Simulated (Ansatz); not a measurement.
**A series of runs on K2LiLaF6 (Fm-3m, 10 atoms in the cell)**

```xyz
10
Lattice="0.0000 4.2901 4.2901 4.2901 0.0000 4.2901 4.2901 4.2901 0.0000" Properties=species:S:1:pos:R:3 pbc="T T T"
K      2.1450     2.1450     2.1450
K      6.4351     6.4351     6.4351
Li     4.2901     4.2901     4.2901
La     0.0000     0.0000     0.0000
F      2.1527     4.2901     4.2901
F      6.4274     4.2901     4.2901
F      4.2901     2.1527     4.2901
F      4.2901     6.4274     4.2901
F      4.2901     4.2901     2.1527
F      4.2901     4.2901     6.4274
```

Base run A: PBE in Ansatz (a program for electronic structure), self-consistent single point.

Its settings: basis.ecutwfc = 420 eV; kpoints.mp_grid.grid = 6 6 6; hamiltonian.xc = pbe; hamiltonian.pseudopotentials = {kind: paw} (the program's default PAW files); scf.occupations.method = gaussian; scf.occupations.width = 0.1 eV.

The starting cell was generated: these elements placed on a structure prototype, without a prior relaxation; it need not be a known phase or ordering of this composition. Its lattice was rescaled by a random factor within 2.5 % of one. In the base run, with a pressure of about 11 GPa the cell is away from its equilibrium volume at this level. In the base run, forces exceed 1 eV/Å. Ansatz's pressure includes its estimate of the finite-basis (Pulay) stress.

ΔF is the free energy per atom less that of run A. 

The first pressure column holds Ansatz's estimate of the finite-basis (Pulay) stress, which hides part of the cutoff error; the other is without it.

In some runs the Pulay estimate is large (up to 91 GPa), a sign of a cutoff far from converged.

Run A gave: pressure (GPa) 11.44; largest force (eV/Å) 2.753; gap on the mesh (eV) 6.145; pressure at a fixed set of plane waves (GPa) 11.02.

Runs:
- B: lattice scaled by 0.97
- C: lattice scaled by 0.97; basis.ecutwfc: 420 eV → 250 eV
- D: lattice scaled by 0.985
- E: lattice scaled by 0.985; basis.ecutwfc: 420 eV → 250 eV
- F: lattice scaled by 1.015
- G: lattice scaled by 1.015; basis.ecutwfc: 420 eV → 250 eV
- H: lattice scaled by 1.03
- I: lattice scaled by 1.03; basis.ecutwfc: 420 eV → 250 eV
- J: basis.ecutwfc: 420 eV → 250 eV

**Question.** What does run I change against A?

**Answer.** The free energy goes up by 1.74 eV/atom, the pressure goes from 11.44 to 3.92 GPa, the largest force goes from 2.753 to 1.302 eV/Å and the gap on the mesh goes from 6.145 to 6.065 eV.

**Question.** What does run E change against A?

**Answer.** The free energy goes up by 1.85 eV/atom, the pressure goes from 11.44 to 14.02 GPa, the largest force goes from 2.753 to 3.162 eV/Å and the gap on the mesh goes from 6.145 to 6.252 eV.

**Question.** What does run H change against A?

**Answer.** The free energy falls by 70.1 meV/atom, the pressure goes from 11.44 to 4.40 GPa, the largest force goes from 2.753 to 1.619 eV/Å and the gap on the mesh goes from 6.145 to 6.043 eV.

| run | ΔF (meV/atom) | pressure (GPa) | largest force (eV/Å) | gap on the mesh (eV) | pressure at a fixed set of plane waves (GPa) |
|---|---|---|---|---|---|
| A | 0.00 | 11.44 | 2.753 | 6.145 | 11.02 |
| B | 139.3 | 21.64 | 4.210 | 6.202 | 21.19 |
| C | 1906.5 | 19.12 | 4.044 | 6.280 | -71.40 |
| D | 59.8 | 16.08 | 3.437 | 6.180 | 15.64 |
| E | 1854.7 | 14.02 | 3.162 | 6.252 | -73.73 |
| F | -42.6 | 7.59 | 2.150 | 6.099 | 7.18 |
| G | 1753.2 | 6.31 | 1.803 | 6.132 | -74.29 |
| H | -70.1 | 4.40 | 1.619 | 6.043 | 4.00 |
| I | 1740.6 | 3.92 | 1.302 | 6.065 | -74.39 |
| J | 1789.5 | 9.51 | 2.418 | 6.192 | -74.06 |

Keys are those of Ansatz 0.2.
